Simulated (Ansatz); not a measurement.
## Effect of pressure 10 GPa on ZnSnN2

The reference is ZnSnN₂ (space group Pna2_1, No. 33; a = 5.834 Å, b = 6.713 Å, c = 5.467 Å).

It is then changed as follows: a hydrostatic pressure of 10 GPa.

Level of theory: Kohn–Sham DFT with the PBEsol functional, run in Ansatz (a first-principles code) with PAW and 420 eV plane waves, no SOC. Γ-centred 5×4×5 mesh, Fermi–Dirac width 0.05 eV.

```csv
quantity,base,changed,shift
volume per atom,13.38 Å³,12.61 Å³,-0.77 Å³
density,6.58 g/cm³,6.98 g/cm³,+0.40 g/cm³
shortest interatomic distance,203.5 pm,198.8 pm,-4.7 pm
enthalpy H = E + PV relative to the base's energy,–,+0.81 eV/atom,–
band gap,0.15 eV,0.28 eV,+0.13 eV
gap character,direct at Γ,direct at Γ,–
mean gap deformation potential ΔEg/Δln V,–,-2.2 eV,–
width of the top valence band,1.21 eV,1.36 eV,+0.145 eV
"valence-band top at Γ (three highest levels, from the VBM)","0.00, -0.04, -0.09 eV","0.00, -0.06, -0.11 eV",–
```

Cost of the whole job for the changed cell (relaxation, final SCF and bands): about 9 core-minutes (a rough figure).

Load acts through the strain it causes; cell and atoms are relaxed under it. No phonon test of stability was made. No other phases were tried under pressure. The zero or small gap of ZnSnN2 can change with the level of theory.
